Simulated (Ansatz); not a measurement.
# Al: tensor shear ε_xy = +1.43 %

Base system: Al in the fcc (Cu type) structure (space group Fm-3m, No. 225; a = 3.994 Å; relaxed with 0.1 eV smearing). Axes: x, y, z lie along the cube axes.

One thing is altered: a pure shear with ε_xy = ε_yx = 0.0143, atoms relaxed at fixed cell.

Level of theory: r2SCAN in Ansatz (plane waves to 500 eV, PAW, no SOC). Settings: 28×28×28 k-points, 0.1 eV Fermi–Dirac smearing.

The shortest interatomic distance drops by 0.040 Å (2.824 Å → 2.784 Å) and the energy increases by 1.7 meV/atom. The band gap is still zero and the stress (xx, yy, zz, yz, xz, xy; compression positive) amounts to (0.1, 0.1, 0.1, 0.0, 0.0, -1.3) GPa.

Final structure:

```xyz
1
Lattice="0.0286 1.9968 1.9968 1.9968 0.0286 1.9968 2.0254 2.0254 0.0000" Properties=species:S:1:pos:R:3 pbc="T T T"
Al     0.0000     0.0000     0.0000
```

The cells carry an imposed strain or load. Whether these cells are dynamically stable was not tested.

Ansatz is a program for electronic structure.
